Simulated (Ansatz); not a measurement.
We consider BP (P6₃mc, No. 186, 4 atoms in the cell; start mp-1008559; a measured phase of this formula has another space group), described by HSE06 in Ansatz (plane waves, PAW).

The run printed, among other lines:

```
WARN output.stress: scf.exx.energy_threshold = 1e-6 eV is looser than the 4e-8 eV advised for a stress under a hybrid functional (1e-8 eV for each atom of the …
Crystal: 4 atoms, lattice volume = 46.168 Å³
Basis set: ecut = 460 eV, 1051 PW (Γ), exchange–correlation on 48×48×80 points (8 copies of the dense FFT grid, shifted against one another)
Bands: 12, of which v1, the nominal top of the filled ones, is band 8 counted from 1 (7 counted from 0)
Symmetry: 12 space group operations
Space group: P63mc (ITA 186), of the structure as read, at distance tolerance 3.6e-5 Å
k-points: 48 of 486 (time reversal used)
SCF iter   1: F=—  HF=-1824.834775 eV  |F-HF|=—  |Δ(HF+E_count)|=         —  Δρ=1.73e-3  dr2=8.85e-4
SCF iter   2: F=—  HF=-1824.834942 eV  |F-HF|=—  |Δ(HF+E_count)|=   1.67e-4  Δρ=7.26e-4  dr2=1.16e-4
  ...
Crystal: 4 atoms, lattice volume = 46.168 Å³
Initial density: handed on by an earlier stage of this run
Crystal: 4 atoms, lattice volume = 46.168 Å³
SCF iter   3: F=—  HF=-1826.216298 eV  |F-HF|=—  |Δ(HF+E_count)|=  4.93e-10  Δρ=2.15e-6  dr2=9.01e-10
SCF iter   4: F=-1826.216298 eV  HF=-1826.216298 eV  |F-HF|=2.35e-10  |Δ(HF+E_count)|=   4.24e-9  Δρ=7.32e-7  dr2=3.11e-10
SCF 3 converged in 4 iterations: F = -1826.216298 eV  dr2 = 3.11e-10
Free energy (F): -1826.216298 eV
Internal energy: -1826.216298 eV  (E = F + TS)
E sigma→0 (E₀):  -1826.216298 eV
Fermi energy:    10.184553 eV
--- Stress (GPa, compression-positive) ---
        0.551876       0.000000       0.000000
        0.000000       0.551876       0.000000
        0.000000       0.000000       0.348067
  P = ⅓ Tr σ = 0.4839 GPa (4.839 kbar)
```

Task: Write an input file that could have produced this run (the log leaves some choices open).

Result: This is not unique; one that fits is 
Ansatz 0.2 input:
```yaml
crystal:
  lattice:
    - [3.1792351178, 0.0, 0.0]
    - [-1.5896175589, 2.7532983766, 0.0]
    - [0.0, 0.0, 5.2742743962]
  atoms:
    - { symbol: B, position: [0.6666666667, 0.3333333333, 0.5004521518] }
    - { symbol: B, position: [0.3333333333, 0.6666666667, 0.0004521518] }
    - { symbol: P, position: [0.6666666667, 0.3333333333, 0.8745478482] }
    - { symbol: P, position: [0.3333333333, 0.6666666667, 0.3745478482] }
basis:
  ecutwfc: 460
  ecutrho_ratio: 4
  xc_grid: 2
kpoints:
  mp_grid: { grid: [9, 9, 6] }
hamiltonian:
  xc: hse06
  dispersion: none
  pseudopotentials: { kind: paw }
scf:
  occupations: { method: fermi_dirac, width: 0.01 }
  convergence: { dr2_threshold: 0.0000000004 }
output:
  forces: true
  stress: true
  eigenvalues: true
```

The PAW data were made under PBE.

Note: cell and atoms aren't relaxed at this level (pressure 0.5 GPa).

Cost on a shared machine: about 2.2 core-minutes (a rough figure).

A start named mp-… is a Materials Project structure, which need not be a measured phase.

Ansatz is a quantum-chemistry and plane-wave program.
